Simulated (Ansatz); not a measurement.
The reference is HfO2 (space group P4_2/nmc, No. 137).

```
HfO2
1.0
    3.60482     0.00000     0.00000
    0.00000     3.60482     0.00000
    0.00000     0.00000     5.26502
Hf O
2 4
Cartesian
  0.00000   0.00000   0.00000
  1.80241   1.80241   2.63251
  0.00000   1.80241   1.01740
  0.00000   1.80241   3.64991
  1.80241   0.00000   1.61511
  1.80241   0.00000   4.24762
```

Cartesian axes are those of the cell as printed.

Levels (all Ansatz, a quantum-chemistry and plane-wave program, PAW, earlier PAW set): PBE (420 eV, without spin-orbit coupling); r2SCAN (500 eV, no spin-orbit coupling).

Its gap is 4.67 eV with PBE and 5.20 eV with r2SCAN.

One thing is altered: uniaxial stress, 8 GPa tension along z; all other stress components relax to zero.

With PBE the gap becomes 4.74 eV.

Problem. If the r2SCAN correction stayed the same, what would the r2SCAN gap be, and what does the r2SCAN run give?

Solution. A rigid correction of +0.53 eV gives 5.27 eV. The r2SCAN run gives 5.28 eV, so the two effects roughly add.

Single points use the geometry relaxed with PBE. Spin-orbit coupling, missing from the scalar runs, can matter with Hf. Load acts through the strain it causes; cell and atoms are relaxed under it. Beyond what the load breaks, stability against distortions was not tested. This is not the structure that HfO2 has at room temperature and ambient pressure.
